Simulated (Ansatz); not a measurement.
# GaAs, alloy series

Start from GaAs in the zinc blende structure (space group F-43m, No. 216; a = 5.659 Å).

The other end (x = 1) is AlAs in the zinc blende structure (space group F-43m, No. 216): 22.84 Å³/atom, gap 1.34 eV.

Al replaces a fraction x of Ga; each row is one arrangement (x, atoms in the cell, starting space group or random), fully relaxed.

The values are results of PBEsol (Ansatz, a first-principles code, PAW, no spin-orbit coupling), not measurements.

Base values:

- Band gap = 0.42 eV

Question: The aim is a band gap between 1.26 eV and 1.37 eV. Which of these changes reaches it?
A) x(Al) = 0.5, 8 atoms, Cm
B) x(Al) = 0.25, 8 atoms, Cm
C) x(Al) = 0.75, 8 atoms, P-4m2
D) x(Al) = 0.333, 6 atoms, P3m1
E) x(Al) = 0.25, 8 atoms, P-43m

Answer: C, x(Al) = 0.75, 8 atoms, P-4m2. It gives 1.33 eV; x(Al) = 0.333, 6 atoms, P3m1 gives 0.72 eV; x(Al) = 0.25, 8 atoms, P-43m gives 0.75 eV; x(Al) = 0.25, 8 atoms, Cm gives 0.68 eV; x(Al) = 0.5, 8 atoms, Cm gives 1.12 eV. Changes not listed may reach it too

Each cell is one ordered arrangement of few atoms, which overstates ordering effects compared with a random alloy. No phonon test of stability was made.
